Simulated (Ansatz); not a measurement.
# Hf3N4 (space group I-43d, No. 220)

```
CELL_PARAMETERS angstrom
     -3.32557     3.32557     3.32557
      3.32557    -3.32557     3.32557
      3.32557     3.32557    -3.32557
ATOMIC_POSITIONS crystal
  Hf 0.87500 0.25000 0.12500
  Hf 0.75000 0.37500 0.62500
  Hf 0.62500 0.75000 0.37500
  Hf 0.25000 0.12500 0.87500
  Hf 0.12500 0.87500 0.25000
  Hf 0.37500 0.62500 0.75000
  N  0.50000 0.00000 0.63945
  N  0.00000 0.13945 0.50000
  N  0.86055 0.86055 0.86055
  N  0.13945 0.50000 0.00000
  N  0.00000 0.63945 0.50000
  N  0.50000 0.00000 0.13945
  N  0.63945 0.50000 0.00000
  N  0.36055 0.36055 0.36055
```

Computed with Ansatz (a program for electronic structure) PBEsol, without spin-orbit coupling. Settings: 6×6×6 k-points, 0.05 eV Fermi–Dirac smearing.

| Quantity | Value |
|---|---|
| Volume per atom | 10.51 Å³ |
| Density | 13.35 g/cm³ |
| Band gap | 1.02 eV, direct at Γ |
| Electron mass (degenerate bands, along [100]) | 0.29, 0.42 mₑ |
| Total energy | -6902.851 eV/atom (σ→0; compares only within this code and set-up) |

Spin-orbit coupling, missing from the scalar runs, can matter with Hf. Masses are band curvatures over ±0.01 Å⁻¹ around the edge. Whether these cells are dynamically stable was not tested.
